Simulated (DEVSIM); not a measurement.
Device: abrupt Si p-n junction, at 300 K.

```
layer (left to right)  material  thickness (μm)  Nd (cm⁻³)  Na (cm⁻³)  τn (s)  τp (s)
---------------------  --------  --------------  ---------  ---------  ------  ------
1                            Si            28.0          -       1e17    2e-5    2e-5
2                            Si            4.50     2.6e15          -    2e-5    2e-5
```

Left contact: ohmic. Right contact: ohmic. Voltage is applied to the left contact. Recombination: SRH at mid-gap. Mobility is constant in doping.

The device is made up for the run: typed textbook-type constants, with dimensions and the other settings drawn at random. Values at 300 K; Nc and Nv go as T^1.5, mobilities as T to minus their exponent, the gap by Varshni's rule with the affinity fixed.

| parameter | Si |
|---|---|
| gap (eV) | 1.124 |
| affinity (eV) | 4.05 |
| permittivity | 11.7 |
| Nc (cm⁻³) | 2.86e19 |
| Nv (cm⁻³) | 3.1e19 |
| μn (cm²/Vs) | 1417 |
| μp (cm²/Vs) | 470 |
| T exponent of μn | 2.3 |
| T exponent of μp | 2.2 |
| Varshni α (eV/K) | 0.000473 |
| Varshni β (K) | 636 |

Model (solved in DEVSIM): 1D drift-diffusion, Boltzmann statistics, complete ionisation; no tunnelling, impact ionisation, image-force lowering or self-heating.

The temperature was swept, all else fixed.

| temperature (K) | potential step across the device at zero bias (V) | dark forward voltage at 100 A/cm² (V) | dark forward voltage at 1 A/cm² (V) |
|---|---|---|---|
| 250 | 0.824 | 0.837 | 0.688 |
| 300 | 0.735 | 0.765 | 0.579 |
| 350 | 0.643 | 0.693 | 0.466 |
| 400 | 0.548 | 0.623 | 0.352 |
| 450 | 0.451 | 0.552 | 0.236 |
| 500 | 0.352 | 0.484 | 0.122 |

From the first row to the last the potential step across the device at zero bias goes from 0.824 to 0.352. From the first row to the last the dark forward voltage at 100 A/cm² goes from 0.837 to 0.484.
